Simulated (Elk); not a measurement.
A self-consistent single point of TiSi₂ (Cmcm, 6 atoms in the cell) with Elk

Computed with PBE, all-electron FP-LAPW, Elk's shipped species files, LAPW+lo basis run with Elk 10.2.4.

This input was run:

```
tasks
  0

xctype
  20

rgkmax
  7.5

gmaxvr
  14.0

nxoapwlo
  1

rmtscf
  0.98

swidth
  0.00367493

maxscl
  100

avec
    3.3972721481  -13.0094925824    0.0000000000
    3.3972721481   13.0094925824    0.0000000000
    0.0000000000    0.0000000000    6.8618336640

sppath
  'species/'

atoms
  2
  'Ti.in'
  2
  0.8968800000  0.1031200000  0.7500000000    0.0 0.0 0.0
  0.1031200000  0.8968800000  0.2500000000    0.0 0.0 0.0
  'Si.in'
  4
  0.5582500000  0.4417500000  0.7500000000    0.0 0.0 0.0
  0.4417500000  0.5582500000  0.2500000000    0.0 0.0 0.0
  0.2496900000  0.7503100000  0.7500000000    0.0 0.0 0.0
  0.7503100000  0.2496900000  0.2500000000    0.0 0.0 0.0

ngridk
  7 7 7
```

Output (repeated stretches shortened):

```
│ Elk code version 10.2.4 │

All units are atomic (Hartree, Bohr, etc.)

│ Ground-state run starting from atomic densities │

Lattice vectors :
   3.397272148      -13.00949258       0.000000000
   3.397272148       13.00949258       0.000000000
   0.000000000       0.000000000       6.861833664

Unit cell volume      :    606.5419992
Brillouin zone volume :   0.4089580174

Muffin-tin inner radius fraction :   0.1000000000E-01

Nuclei treated as point charges

Species :    1 (Ti)
 parameters loaded from : Ti.in
 name : titanium
 nuclear charge    :   -22.00000000
 electronic charge :    22.00000000
 atomic mass :    87256.20310
 muffin-tin radius :    2.352000000
 number of radial points in muffin-tin :    497
 atomic positions (lattice), magnetic fields (Cartesian) :
   1 :   0.39688000  0.10312000  0.25000000    0.00000000  0.00000000  0.00000000
   2 :  -0.39688000 -0.10312000 -0.25000000    0.00000000  0.00000000  0.00000000

Species :    2 (Si)
 parameters loaded from : Si.in
 name : silicon
 nuclear charge    :   -14.00000000
 electronic charge :    14.00000000
 atomic mass :    51196.73454
 muffin-tin radius :    2.156000000
 number of radial points in muffin-tin :    397
 atomic positions (lattice), magnetic fields (Cartesian) :
   1 :   0.05825000  0.44175000  0.25000000    0.00000000  0.00000000  0.00000000
   2 :  -0.05825000 -0.44175000 -0.25000000    0.00000000  0.00000000  0.00000000
   3 :  -0.25031000 -0.24969000  0.25000000    0.00000000  0.00000000  0.00000000
   4 :   0.25031000  0.24969000 -0.25000000    0.00000000  0.00000000  0.00000000

Total number of atoms per unit cell :    6

Spin treatment :
 spin-unpolarised

Number of Bravais lattice symmetries :    8
Number of crystal symmetries         :    8
Crystal has inversion symmetry
Real symmetric eigensolver will be used

k-point grid :      7     7     7
k-point offset :    0.000000000       0.000000000       0.000000000
k-point set is reduced with full crystal symmetry group
Total number of k-points :       64

Muffin-tin radius times maximum |G+k| :    7.500000000
 using average radius
Maximum |G+k| for APW functions       :    3.376350540
Maximum (1/2)|G+k|²                   :    5.699871485
Maximum |G| for potential and density :    14.00000000
 potential will be trimmed for |G| > 2 gkmax
Constant for pseudocharge density :    8
Radial integration step length :    4

G-vector grid sizes :     60    60    32
Number of G-vectors :    28073

Maximum angular momentum used for
 APW functions                      :    8
 outer part of muffin-tin           :    6
 inner part of muffin-tin           :    1

Total nuclear charge    :   -100.0000000
Total core charge       :    60.00000000
Total valence charge    :    40.00000000
Total excess charge     :    0.000000000
Total electronic charge :    100.0000000

Effective Wigner radius, rₛ :    1.131333784

Number of empty states         :   24
Total number of valence states :   44
Total number of core states    :   60

Total number of local-orbitals :   42

Exchange-correlation functional :     20     0     0
 Perdew-Burke-Ernzerhof, Phys. Rev. Lett. 77, 3865 (1996)
 gradient requirement :    1
 generalised gradient approximation (GGA)

Smearing type :    3
 Fermi-Dirac
Smearing width :   0.3674930000E-02
Effective electronic temperature (K) :    1160.451112

Mixing type :    3
 Broyden mixing, J. Phys. A: Math. Gen. 17, L317 (1984)

Kohn-Sham potential initialised from atomic data

│ Self-consistent loop started │
│ Loop number : 1 │
 total energy                :     -2871.69094039
│ Loop number : 2 │
 total energy                :     -2871.78438081
RMS change in Kohn-Sham potential (target) :   0.5689055556     (  0.1000000000E-05)
Absolute change in total energy (target)   :   0.9344042067E-01 (  0.1000000000E-03)
│ Loop number : 3 │
 total energy                :     -2870.61389832
RMS change in Kohn-Sham potential (target) :   0.5250457834     (  0.1000000000E-05)
Absolute change in total energy (target)   :    1.147122380     (  0.1000000000E-03)
│ Loop number : 4 │
 total energy                :     -2870.88464251
RMS change in Kohn-Sham potential (target) :   0.2472484249     (  0.1000000000E-05)
Absolute change in total energy (target)   :   0.1603640773E-01 (  0.1000000000E-03)
│ Loop number : 5 │
 total energy                :     -2868.56130854
RMS change in Kohn-Sham potential (target) :   0.8225811747E-01 (  0.1000000000E-05)
Absolute change in total energy (target)   :    2.327343073     (  0.1000000000E-03)
│ Loop number : 6 │
 total energy                :     -2868.69159674
RMS change in Kohn-Sham potential (target) :   0.3614334859E-01 (  0.1000000000E-05)
Absolute change in total energy (target)   :   0.4515475702     (  0.1000000000E-03)
│ Loop number : 7 │
 total energy                :     -2868.19158161
RMS change in Kohn-Sham potential (target) :   0.2191266298E-02 (  0.1000000000E-05)
Absolute change in total energy (target)   :   0.6129020260     (  0.1000000000E-03)
│ Loop number : 8 │
 total energy                :     -2868.14705125
RMS change in Kohn-Sham potential (target) :   0.1178526075E-02 (  0.1000000000E-05)
Absolute change in total energy (target)   :   0.1977558652     (  0.1000000000E-03)
│ Loop number : 9 │
 total energy                :     -2868.15346492
RMS change in Kohn-Sham potential (target) :   0.3849145028E-03 (  0.1000000000E-05)
Absolute change in total energy (target)   :   0.4302529761E-01 (  0.1000000000E-03)
│ Loop number : 10 │
 total energy                :     -2868.13405107
RMS change in Kohn-Sham potential (target) :   0.1614353871E-03 (  0.1000000000E-05)
Absolute change in total energy (target)   :   0.3017017465E-01 (  0.1000000000E-03)
│ Loop number : 11 │
 total energy                :     -2868.14426260
RMS change in Kohn-Sham potential (target) :   0.1792356230E-04 (  0.1000000000E-05)
Absolute change in total energy (target)   :   0.2668988397E-02 (  0.1000000000E-03)
│ Loop number : 12 │
 total energy                :     -2868.14490041
RMS change in Kohn-Sham potential (target) :   0.7932580619E-05 (  0.1000000000E-05)
Absolute change in total energy (target)   :   0.1305056590E-02 (  0.1000000000E-03)
│ Loop number : 13 │
 total energy                :     -2868.14492677
RMS change in Kohn-Sham potential (target) :   0.5365116049E-05 (  0.1000000000E-05)
Absolute change in total energy (target)   :   0.3526228566E-03 (  0.1000000000E-03)
│ Loop number : 14 │
 total energy                :     -2868.14473294
RMS change in Kohn-Sham potential (target) :   0.1034275249E-05 (  0.1000000000E-05)
Absolute change in total energy (target)   :   0.1056714837E-03 (  0.1000000000E-03)
│ Loop number : 15 │
 total energy                :     -2868.14470853
RMS change in Kohn-Sham potential (target) :   0.5221077942E-06 (  0.1000000000E-05)
Absolute change in total energy (target)   :   0.5082810685E-04 (  0.1000000000E-03)
Convergence targets achieved

│ Loop number : 16 │

Energies :
 Fermi                       :     0.354925836763
 sum of eigenvalues          :     -1621.24992608
 electron kinetic            :      2886.62270106
 core electron kinetic       :      2728.02520016
 Coulomb                     :     -5586.48617739
 Coulomb potential           :     -4290.39000324
 nuclear-nuclear             :     -431.584931305
 electron-nuclear            :     -6019.41248894
 Hartree                     :      864.511242846
 Madelung                    :     -3441.29117577
 xc potential                :     -217.482623893
 exchange                    :     -164.140497765
 correlation                 :     -4.13855641025
 electron entropic           :    -0.216998521131E-02
 total energy                :     -2868.14470050

Density of states at Fermi energy :    47.33368429
 (states/Hartree/unit cell)

Estimated indirect band gap :   0.4200259854E-03
 from k-point     15 to k-point     25
Estimated direct band gap   :   0.3383668777E-02
 at k-point     15

Charges :
 core                        :    60.00000000
 valence                     :    40.00000000
 interstitial                :    10.75943426
 muffin-tins (core leakage)
  species :    1 (Ti)
   atom    1                 :    20.34912275     (  0.9667413536E-09)
   atom    2                 :    20.34912275     (  0.9667413536E-09)
  species :    2 (Si)
   atom    1                 :    12.16603893     (  0.1678390187E-02)
   atom    2                 :    12.16603893     (  0.1678390187E-02)
   atom    3                 :    12.10512120     (  0.1656026521E-02)
   atom    4                 :    12.10512120     (  0.1656026521E-02)
 total in muffin-tins        :    89.24056574
 total calculated charge     :    99.99412581
 total charge                :    100.0000000
 error                       :   0.5874187305E-02

│ Self-consistent loop stopped │
```

The run converged in 16 iterations. The count includes the last loop, which Elk runs after its targets are met.

The starting cell comes from a database of computed structures (which also holds hypothetical and non-ambient phases and stackings), without a prior relaxation at this level. Its lattice was rescaled by a random factor within 2.5 % of one. Spin polarisation is off. Values depend on the basis (sphere radii, cutoffs, local orbitals), which need not be converged. The log's line on a gap gives a spacing of levels on this mesh, which the program prints for metals too.

Cost on one core of a shared machine: roughly 7 min.
